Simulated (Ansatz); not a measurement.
# BaGaHO₂ (model structure, started from the SrVO2H type, P4/mmm, No. 123, 5 atoms in the cell)

Calculation: r²SCAN (Ansatz, a quantum-chemistry and plane-wave program, PAW).

Numerical settings: plane-wave cutoff 560 eV, 14×14×14 k mesh, Fermi–Dirac smearing 0.05 eV, scalar-relativistic PAW data made under PBE.

Cell (relaxed at this level):

```xyz
5
Lattice="3.9800 0.0000 0.0000 0.0000 3.9800 0.0000 0.0000 0.0000 3.8975" Properties=species:S:1:pos:R:3 pbc="T T T"
Ba     1.9900     1.9900     1.9487
Ga     0.0000     0.0000     0.0000
O      1.9900     0.0000     0.0000
O      0.0000     1.9900     0.0000
H      0.0000     0.0000     1.9487
```

band gap: 0.87 eV
smallest direct gap on the k points sampled: 1.09 eV
direct gap at Γ: 5.35 eV

Note: the relaxation could raise the start's symmetry but not lower it, so the cell can be a saddle point.

Spin–orbit coupling is not included.

Computed values are for the static lattice.

A model structure was made by putting elements into a prototype or built by hand; it is no filed structure, need not be a known phase, and can be a saddle point held by its symmetry.
